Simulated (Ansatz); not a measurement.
Al₂Cu (I4/mcm, No. 140)

Computed with RPBE (plane waves, PAW; Ansatz, a first-principles code).

Numerical settings: plane-wave cutoff 520 eV, 14×14×14 k mesh, Fermi–Dirac smearing 0.05 eV, no spin polarisation, scalar-relativistic PAW data made under PBE.

Cell (relaxed at this level):

```
Al2Cu
1.0
   -3.05256     3.05256     2.45755
    3.05256    -3.05256     2.45755
    3.05256     3.05256    -2.45755
Al Cu
4 2
Direct
  0.65822   0.15822   0.81645
  0.15822   0.34178   0.50000
  0.84178   0.65822   0.50000
  0.34178   0.84178   0.18355
  0.75000   0.75000   0.00000
  0.25000   0.25000   0.00000
```

```
Quantity                                           Result
------------------------------------------  -------------
bulk modulus B0                                  94.2 GPa
band gap                                    zero (no gap)
pressure derivative B′ of the bulk modulus            4.5
```

Note: the bulk modulus comes from volumes at which shape and atoms were relaxed.

The computed numbers hold no vibrational or temperature effects.

It cost around 14 core-minutes (rough) of CPU time.
